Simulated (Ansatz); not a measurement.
Input and output of a relaxation of the atoms for SnO (Pm, 4 atoms in the cell) (Ansatz, an electronic-structure program).

Computed with LDA (PW92), default PAW files made with PBE (plane waves; Ansatz).

The change in words: one atom moved by 0.15 angstrom; relax: default → atoms; relax.f_tol: default → 0.05 eV/Å. Reference geometry:
```
CELL_PARAMETERS angstrom
      3.37177     0.00000     0.00000
      0.00000     5.70247     0.00000
      0.00000     0.00000     4.24308
ATOMIC_POSITIONS crystal
  Sn 0.00000 0.23191 0.51314
  Sn 0.50000 0.76809 0.01314
  O  0.00000 0.89125 0.73686
  O  0.50000 0.10875 0.23686
```

Reference input (self-consistent single point, DFT, LDA (PW92), plane waves, default PAW files made with PBE): basis.ecutwfc = 30.9 Ry; kpoints.mp_grid.grid = 7 5 6; hamiltonian.xc = lda; hamiltonian.pseudopotentials = {kind: paw} (the program's default PAW files); scf.occupations.method = fixed. This run's input differs from it in these lines:

```diff
@@ -7,3 +7,3 @@
   atoms:
-    - { symbol: Sn, position_ang: [0.000000, 1.322460, 2.177294] }
+    - { symbol: Sn, position_ang: [0.000000, 1.322460, 2.327295] }
     - { symbol: Sn, position_ang: [1.685887, 4.380010, 0.055754] }
@@ -20,2 +20,4 @@
   occupations: { method: fixed }
+relax:
+  f_tol: 0.05
 output:
```

Output, abridged:

```
   [... SCF lines of the steps left out ...]
relax step   1: F+E_penalty+E_count = -12869.11297625 eV  Δ(F+E_penalty+E_count) = +0.000e0 eV  max|allowed force component| = 1.180e0 eV/Å  Δτ_max = 0.0000 Å  (6 SCF iters, dr2 threshold 6.25e-5 eV, accepted)
relax step   2: F+E_penalty+E_count = -12869.24119831 eV  Δ(F+E_penalty+E_count) = -1.282e-1 eV  max|allowed force component| = 6.657e-1 eV/Å  Δτ_max = 0.1635 Å  (7 SCF iters, dr2 threshold 8.71e-5 eV, accepted)
relax step   3: F+E_penalty+E_count = -12869.30903112 eV  Δ(F+E_penalty+E_count) = -6.783e-2 eV  max|allowed force component| = 1.516e-1 eV/Å  Δτ_max = 0.1256 Å  (7 SCF iters, dr2 threshold 2.77e-5 eV, accepted)
relax step   4: F+E_penalty+E_count = -12869.31333106 eV  Δ(F+E_penalty+E_count) = -4.300e-3 eV  max|allowed force component| = 2.974e-2 eV/Å  Δτ_max = 0.0489 Å  (8 SCF iters, accepted)
the relaxation is at rest under the 2 symmetry operations that the run kept from its start: a minimum is not shown …
Free energy (F): -12869.313331 eV
Internal energy: -12869.313331 eV  (E = F + TS)
E sigma→0 (E₀):  -12869.313331 eV
Fermi energy:    7.008510 eV
--- Forces (eV/Å), atoms counted from 1 ---
  atom   1  Sn    -0.00000000     0.00376282    -0.01478967
  atom   2  Sn     0.00000000    -0.00389007    -0.01548853
  atom   3  O     -0.00000000    -0.02961197     0.01483079
  atom   4  O      0.00000000     0.02974209     0.01540299
--- Stress (GPa, compression-positive) ---
       -3.394440      -0.000000      -0.000000
       -0.000000      -1.332842       0.002071
   [... lines left out ...]
  atoms:
    - { symbol: Sn, position: [-7.257580462456127e-18, 0.22485699211082594, 0.5060239779774497] }
    - { symbol: Sn, position: [0.49999999999999994, 0.7751395945203493, 0.006045514681450511] }
    - { symbol: O, position: [7.109879250087355e-18, 0.910667808287574, 0.761653079451455] }
    - { symbol: O, position: [0.49999999999999994, 0.08933560508125091, 0.26162934206519667] }
```

The run converged. 

Summary of the result:
- Free energy E − TS (on the zero of these files) = -12869.3133 eV
- Top of the valence band (on the code's own zero) = 7.01 eV
- Gap on the k-point mesh = 1.50 eV
- Pressure = -1.95 GPa
- Largest force (vector length) = 0.033 eV/Å
- Relaxation steps = 4

The starting cell comes from a database of computed structures (which also holds hypothetical and non-ambient phases and stackings), without a prior relaxation at this level. Its lattice was rescaled by up to half a per cent. For this run, on top of that: one atom moved by 0.15 angstrom. Ansatz's pressure includes its estimate of the finite-basis (Pulay) stress.

Cost on one core of a shared machine: roughly 50 s.

Keys are those of Ansatz 0.2.
